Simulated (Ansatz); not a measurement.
The structure below was relaxed with r2SCAN, PAW, 500 eV (Ansatz, an electronic-structure program; scalar-relativistic without spin-orbit coupling), earlier PAW set, at pressure 9 GPa.

```
SiC
1.0
    3.04050     0.00000     0.00000
   -1.52025     2.63315     0.00000
    0.00000     0.00000     9.95293
Si C
4 4
Cartesian
  0.00000   0.00000   0.00322
  0.00000   0.00000   4.97969
  1.52025   0.87772   7.46688
  0.00000   1.75543   2.49041
  0.00000   0.00000   8.09038
  0.00000   0.00000   3.11392
  1.52025   0.87772   5.59576
  0.00000   1.75543   0.61930
```

### Question
Find the space group and the Wyckoff positions.

### Answer
Space group P6₃mc (No. 186); a = 3.0405 Å, b = 3.0405 Å, c = 9.9529 Å, α = 90.00°, β = 90.00°, γ = 120.00°

```tsv
atom	site	symmetry	x	y	z
Si	2a	3m.	0.0000	0.0000	0.0003
Si	2b	3m.	0.3333	0.6667	0.2502
C	2a	3m.	0.0000	0.0000	0.3129
C	2b	3m.	0.3333	0.6667	0.0622
```

Load acts through the strain it causes; cell and atoms are relaxed under it. Stability against distortions was not tested. No other phases were tried under pressure. The cell was made from SiC (space group P6_3mc, No. 186) by this change: pressure 9 GPa.
